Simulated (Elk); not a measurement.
Band structure of HfC (Fm-3m, 2 atoms in the cell).

```
HfC
1.0
    0.00000     2.32000     2.32000
    2.32000     0.00000     2.32000
    2.32000     2.32000     0.00000
Hf C
1 1
Direct
  0.00000   0.00000   0.00000
  0.50000   0.50000   0.50000
```

Level of theory: Elk 10.2.4 with PBE, all-electron FP-LAPW, Elk's shipped species files, APW+lo basis with extra local orbitals.

Settings: xctype = 20; rgkmax = 7.5; swidth = 0.00367493 Ha; ngridk = 10 10 10; gmaxvr = 14 1/bohr; nxlo = 2; lorbcnd = true; rmtscf = 0.89; lmaxi = 2; maxscl = 100.

The starting cell has typed, rounded lattice constants, without a prior relaxation at this level. Spin-orbit coupling is off. Values depend on the basis (sphere radii, cutoffs, local orbitals), which need not be converged.

Levels in eV from the Fermi level, bands 12 to 19:
| point | 12 | 13 | 14 | 15 | 16 | 17 | 18 | 19 |
|---|---|---|---|---|---|---|---|---|
| Γ | -10.98 | 1.04 | 1.04 | 1.04 | 1.34 | 1.34 | 1.34 | 3.37 |
| X | -10.48 | -2.63 | -1.85 | -0.08 | -0.08 | 5.31 | 6.74 | 6.74 |
| W | -9.63 | -3.02 | -2.75 | -2.75 | 3.66 | 3.66 | 6.76 | 7.09 |
| K | -9.72 | -3.55 | -2.77 | -1.66 | 1.56 | 5.78 | 6.17 | 8.26 |
| L | -8.44 | -6.21 | -3.06 | -3.06 | 5.30 | 5.30 | 5.78 | 6.58 |
| U | -9.72 | -3.55 | -2.77 | -1.66 | 1.56 | 5.78 | 6.17 | 8.26 |

Bands cross the Fermi level along this path, so the cell is metallic at this level.
